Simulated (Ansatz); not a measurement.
## GePt (model structure, started from the CoSn type, P6/mmm, No. 191, 6 atoms in the cell)

These are PBEsol (Ansatz, a first-principles code, PAW) values and carry that method's errors.

Run with plane-wave cutoff 520 eV, 12×12×14 k mesh (along the axes of the cell as run), Fermi–Dirac smearing 0.05 eV, scalar-relativistic PAW data made under PBE.

Cell (relaxed at this level):

```cif
data_Ge3Pt3
_chemical_formula_sum 'Pt3 Ge3'
_space_group_name_H-M_alt 'P6/mmm'
_space_group_IT_number 191
_space_group_name_Hall '-P 6 2'
_cell_length_a 5.60369
_cell_length_b 5.60369
_cell_length_c 3.96984
_cell_angle_alpha 90.000
_cell_angle_beta 90.000
_cell_angle_gamma 120.000
loop_
_atom_site_label
_atom_site_type_symbol
_atom_site_symmetry_multiplicity
_atom_site_Wyckoff_symbol
_atom_site_fract_x
_atom_site_fract_y
_atom_site_fract_z
_atom_site_occupancy
Pt1 Pt 3 f 0.00000 0.50000 0.00000 1
Ge1 Ge 1 a 0.00000 0.00000 0.00000 1
Ge2 Ge 2 d 0.33333 0.66667 0.50000 1
```

```yaml
band_gap: zero (no gap)
bulk_modulus: 148 GPa
```

Note: the bulk modulus is −V dP/dV from two relaxed cells at ±2 % in volume; the relaxation could raise the start's symmetry but not lower it, so the cell can be a saddle point.

Spin–orbit coupling is not included; it can open a gap where bands touch, and shift volumes and moduli.

Static lattice: no zero-point or thermal effects.

Computing time: very roughly 5 core-minutes.

A model structure was made by putting elements into a prototype or built by hand; it is no filed structure, need not be a known phase, and can be a saddle point held by its symmetry.
